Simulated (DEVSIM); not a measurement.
Structure: isotype n-n heterojunction Al0.1Ga0.9As/GaAs, at 350 K.

| layer (left to right) | material | thickness (μm) | Nd (cm⁻³) | τn (s) | τp (s) |
|---|---|---|---|---|---|
| 1 | Al0.1Ga0.9As | 0.390 | 5.3e16 | 4.9e-9 | 4.9e-9 |
| 2 | GaAs | 0.690 | 5.1e15 | 4.9e-9 | 4.9e-9 |

Left contact: ohmic. Right contact: ohmic. Voltage is applied to the left contact. Recombination: SRH at mid-gap. Mobility is constant in doping.

This is a model device: material constants are rounded textbook-type values typed into the input, and sizes, dopings and lifetimes were drawn at random. Values at 300 K; Nc and Nv go as T^1.5, mobilities as T to minus their exponent, the gap by Varshni's rule with the affinity fixed.

| parameter | Al0.1Ga0.9As | GaAs |
|---|---|---|
| gap (eV) | 1.5487 | 1.424 |
| affinity (eV) | 3.991 | 4.07 |
| permittivity | 12.62 | 12.9 |
| Nc (cm⁻³) | 5.17e17 | 4.7e17 |
| Nv (cm⁻³) | 9e18 | 9e18 |
| μn (cm²/Vs) | 6520 | 8500 |
| μp (cm²/Vs) | 317 | 400 |
| T exponent of μn | 2.1 | 2.1 |
| T exponent of μp | 2.2 | 2.2 |
| Varshni α (eV/K) | 0.000541 | 0.000541 |
| Varshni β (K) | 204 | 204 |

Model (solved in DEVSIM): 1D drift-diffusion, Boltzmann statistics, complete ionisation; no tunnelling, impact ionisation, image-force lowering or self-heating. Band offsets follow the typed affinities; no thermionic-emission limit at abrupt steps, no polarisation charge.

### Question
Tabulate band edges, carrier densities and field at zero bias.

### Answer
Energies count from the Fermi level of the right contact; mesh points crowd at the junctions.

```tsv
x (μm)	Ec (eV)	Ev (eV)	n (cm⁻³)	p (cm⁻³)	field (V/cm)
0.000	0.076	-1.450	5.3e16	< 1e2	≈ 0
0.004764	0.076	-1.450	5.3e16	< 1e2	≈ 0
0.01491	0.076	-1.450	5.3e16	< 1e2	≈ 0
0.03409	0.076	-1.450	5.3e16	< 1e2	≈ 0
0.09647	0.076	-1.450	5.3e16	< 1e2	≈ 0
0.1945	0.076	-1.450	5.3e16	< 1e2	≈ 0
0.2933	0.076	-1.449	5.2e16	< 1e2	350
0.3542	0.089	-1.436	3.4e16	< 1e2	6400
0.3742	0.109	-1.417	1.7e16	< 1e2	14000
0.3848	0.127	-1.398	9.6e15	< 1e2	20000
0.3898	0.138	-1.388	6.7e15	< 1e2	23000
0.3969	0.073	-1.328	5.2e16	< 1e2	17000
0.4085	0.090	-1.311	3.0e16	< 1e2	12000
0.4334	0.111	-1.290	1.5e16	< 1e2	6100
0.5070	0.134	-1.267	6.9e15	< 1e2	1500
0.6266	0.142	-1.259	5.3e15	< 1e2	220
0.8313	0.143	-1.258	5.1e15	< 1e2	≈ 0
0.9569	0.143	-1.258	5.1e15	< 1e2	≈ 0
1.036	0.143	-1.258	5.1e15	< 1e2	≈ 0
1.060	0.143	-1.258	5.1e15	< 1e2	≈ 0
1.073	0.143	-1.258	5.1e15	< 1e2	≈ 0
1.080	0.143	-1.258	5.1e15	< 1e2	≈ 0
```
